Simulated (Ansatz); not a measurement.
Tunnelling through a barrier is set by its complex band structure: the current falls as exp(−2κd) with the smallest κ.

Given:

```
ZnS
1.0
    3.80796     0.00000     0.00000
   -1.90398     3.29779     0.00000
    0.00000     0.00000    18.67874
Zn S
6 6
Direct
  0.33333   0.66667   0.83326
  0.66667   0.33333   0.33326
  0.66667   0.33333   0.66686
  0.33333   0.66667   0.16686
  0.00000   0.00000   0.49994
  0.00000   0.00000   0.99994
  0.33333   0.66667   0.95812
  0.66667   0.33333   0.45812
  0.66667   0.33333   0.79171
  0.33333   0.66667   0.29171
  0.00000   0.00000   0.62511
  0.00000   0.00000   0.12511
```

The cell is taken as given.

Transport runs along the normal of the first two printed cell vectors, the (001) plane of the conventional cell.

The gap is the functional's own. No spin-orbit coupling. Mid-gap values are those at the computed energy nearest the middle.

Task: Estimate the band gap and the smallest decay constant κ at mid-gap that r2SCAN (Ansatz, a first-principles code) returns for this system.

Result: Gap 2.73 eV on a 12×12×2 mesh; κ = 0.174 1/Å, at the zone centre.
